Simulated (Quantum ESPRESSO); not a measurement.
Quantum ESPRESSO run on TePd3 (I4/mmm, 4 atoms in the cell): self-consistent single point.

Method: LDA (PZ), spin-orbit coupling, PSlibrary fully relativistic PAW (LDA) pseudopotentials (plane waves; Quantum ESPRESSO).

```yaml
crystal:
  lattice:
    - [-2.20553, 2.20553, 3.26346]
    - [2.20553, -2.20553, 3.26346]
    - [2.20553, 2.20553, -3.26346]
  atoms:
    - { symbol: Te, position: [0.00000, 0.00000, 0.00000] }
    - { symbol: Pd, position: [0.75000, 0.25000, 0.50000] }
    - { symbol: Pd, position: [0.25000, 0.75000, 0.50000] }
    - { symbol: Pd, position: [0.50000, 0.50000, 0.00000] }
```

Reference input (self-consistent single point, DFT, LDA (PZ), plane waves, PSlibrary PAW (LDA) pseudopotentials): ecutwfc = 40 Ry; ecutrho = 480 Ry; occupations = smearing; smearing = gauss; degauss = 0.0147 Ry; potentials = {Te: Te.pz-n-kjpaw_psl.1.0.0.UPF, Pd: Pd.pz-n-kjpaw_psl.1.0.0.UPF}; K_POINTS = automatic 9 9 9 0 0 0; conv_thr = 1e-10 Ry; mixing_beta = 0.7. This run's input differs from it in these lines:

```diff
@@ -12,4 +12,4 @@
    ntyp = 2
-   ecutwfc = 40
-   ecutrho = 480
+   ecutwfc = 45
+   ecutrho = 540
    occupations = 'smearing'
@@ -17,2 +17,4 @@
    degauss = 0.0147
+   noncolin = .true.
+   lspinorb = .true.
 /
@@ -23,4 +25,4 @@
 ATOMIC_SPECIES
-Te   127.6000  Te.pz-n-kjpaw_psl.1.0.0.UPF
-Pd   106.4200  Pd.pz-n-kjpaw_psl.1.0.0.UPF
+Te   127.6000  Te.rel-pz-n-kjpaw_psl.1.0.0.UPF
+Pd   106.4200  Pd.rel-pz-n-kjpaw_psl.1.0.0.UPF
 ATOMIC_POSITIONS {crystal}
```

Output (repeated stretches shortened):

```
     Self-consistent Calculation

     iteration #  1     ecut=    45.00 Ry     beta= 0.70

     Threshold (ethr) on eigenvalues was too large:
     Diagonalizing with lowered threshold

     total energy              =   -1318.77061364 Ry
     estimated scf accuracy    <       0.09735834 Ry

     iteration #  2     ecut=    45.00 Ry     beta= 0.70

     total energy              =   -1318.74838313 Ry
     estimated scf accuracy    <       0.19326826 Ry

     iteration #  3     ecut=    45.00 Ry     beta= 0.70

     total energy              =   -1318.79426929 Ry
     estimated scf accuracy    <       0.08638250 Ry

   [... 6 blocks of this kind left out ...]

     iteration # 10     ecut=    45.00 Ry     beta= 0.70

     total energy              =   -1318.80521377 Ry
     estimated scf accuracy    <          6.9E-10 Ry

     iteration # 11     ecut=    45.00 Ry     beta= 0.70
     End of self-consistent calculation

     the Fermi energy is    14.4056 ev

!    total energy              =   -1318.80521377 Ry
     estimated scf accuracy    <          3.3E-12 Ry
     smearing contrib. (-TS)   =      -0.00225518 Ry
     internal energy E=F+TS    =   -1318.80295859 Ry

     convergence has been achieved in  11 iterations

     Forces acting on atoms (cartesian axes, Ry/au):

     atom    1 type  1   force =    -0.00000000    0.00000000   -0.00000000
   [... zero for the other atoms too ...]

     Total force =     0.000000     Total SCF correction =     0.000000

          total   stress  (Ry/bohr**3)                   (kbar)     P=       10.94
   0.00008345  -0.00000000   0.00000000           12.28       -0.00        0.00
  -0.00000000   0.00008345   0.00000000           -0.00       12.28        0.00
   0.00000000   0.00000000   0.00005624            0.00        0.00        8.27

   JOB DONE.
```

The run converged in 11 iterations. Against the reference run the pressure goes from 0.51 to 1.09 GPa.

The starting cell comes from a database of computed structures (which also holds hypothetical and non-ambient phases and stackings), without a prior relaxation at this level. Its lattice was rescaled by a random factor within 2.5 % of one.

Cost on one core of a shared machine: roughly 5 min.
